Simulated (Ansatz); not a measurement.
Start from Zr in the hcp (Mg type) structure (space group P6_3/mmc, No. 194; a = 3.2304 Å, c = 5.1788 Å; relaxed with 0.1 eV smearing).

All numbers come from PBE (Ansatz, a first-principles code, PAW, no spin-orbit coupling).

For the base:

- Pressure: 0.0 GPa
- Band gap: zero

The change: an isotropic linear strain of −1.00 %; the atoms relax in the strained cell.

Task: How does this affect the energy relative to the base?

Result: The energy increases by 6.3 meV/atom.

Task: What happens to the pressure?

Result: The pressure (mean of the normal stresses, compression positive) goes from zero to 3.0 GPa.

Task: What does the calculation give for the band gap after the change?

Result: The band gap stays zero.

No phonon test of stability was made. All final runs are without spin polarisation.
